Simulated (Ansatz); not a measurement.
# Pressure series in KI

Start from KI in the rock salt structure (space group Fm-3m, No. 225).

KI is taken in the cubic space group Fm-3m (No. 225), the rock salt structure, Pearson symbol cF8. Cell: a = b = c = 7.092 Å, α = β = γ = 90.00°. I on 4a is coordinated by 6 K at 3.546 Å (octahedral). K on 4b is surrounded by 6 I at 3.546 Å (octahedral). (Neighbours: up to the widest gap in distance over summed covalent radii, below 1.35, at either atom; cation-cation and far metal-metal contacts left out.)
(The calculation used a cell of 2 atoms; values per cell refer to that cell.)

Cell and atoms are relaxed at each pressure.

Computed with r2SCAN (Ansatz, an electronic-structure program, PAW, scalar-relativistic without spin-orbit coupling).

Before the change:

| Item | Value |
|---|---|
| Band gap | 4.58 eV |

Question: The aim is a band gap between 2.55 eV and 2.77 eV. Which of these changes reaches it?
(A) pressure 7 GPa
(B) pressure 50 GPa
(C) pressure 75 GPa

Answer: B, pressure 50 GPa. It gives 2.67 eV; pressure 7 GPa gives 4.75 eV; pressure 75 GPa gives 1.82 eV. Changes not listed may reach it too

Spin-orbit coupling, missing from the scalar runs, can matter with I. Load acts through the strain it causes; cell and atoms are relaxed under it. Whether these cells are dynamically stable was not tested. Competing high-pressure phases were not computed.
